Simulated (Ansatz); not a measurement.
## Migration barriers: O vacancy in monoclinic ZrO2, charge state +2

Defect: O vacancy in monoclinic ZrO2, charge state +2. Level of theory: PBE, PAW (plane waves to 420 eV; Ansatz, a quantum-chemistry and plane-wave program).

Cell of 324 host sites held at the relaxed PBE lattice; the Γ point alone; Fermi-Dirac width 0.01 eV, spin-restricted; finite-size errors left in. Energies are static. The charge state is imposed; whether it is stable for some Fermi level was not computed. Forms of the defect that were not tried may lie lower.

Barriers: single points on a 2×2×2 k-point mesh shifted by half a step at the bands' geometries.

| Route | Start site over the lowest site run (eV) | Hop (Å) | Forward barrier (eV) | Backward barrier (eV) | Neighbours at the start | Neighbours at the saddle | Saddle order | Forward, on the band's own sampling (eV) |
|---|---|---|---|---|---|---|---|---|
| one O atom jumps into the vacancy from a nearby O site | 0.00 | 1.93 | 0.68 | 0.08 | O at 2.62, O at 2.67, O at 2.69; Zr at 2.10, Zr at 2.16, 2 Zr at 2.43 Å | 2 Zr at 1.99 Å | not checked | 0.68 |
| one O atom jumps into the vacancy from a nearby O site | 0.00 | 2.28 | 0.71 | 0.71 | O at 2.61; Zr at 2.05, Zr at 2.14, Zr at 2.19 Å | 2 Zr at 1.92 Å | not checked, on a symmetry element | 0.71 |
| one O atom jumps into the vacancy from a nearby O site | 0.59 | 1.78 | 0.28 | 0.28 | O at 2.56; Zr at 2.11, Zr at 2.17, Zr at 2.30, Zr at 2.71 Å | 2 Zr at 2.02 Å | not checked, on a symmetry element | 0.28 |

Paths come from nudged elastic bands with a climbing image.  A band can be held on a symmetry element, so unchecked saddle points there may be too high.
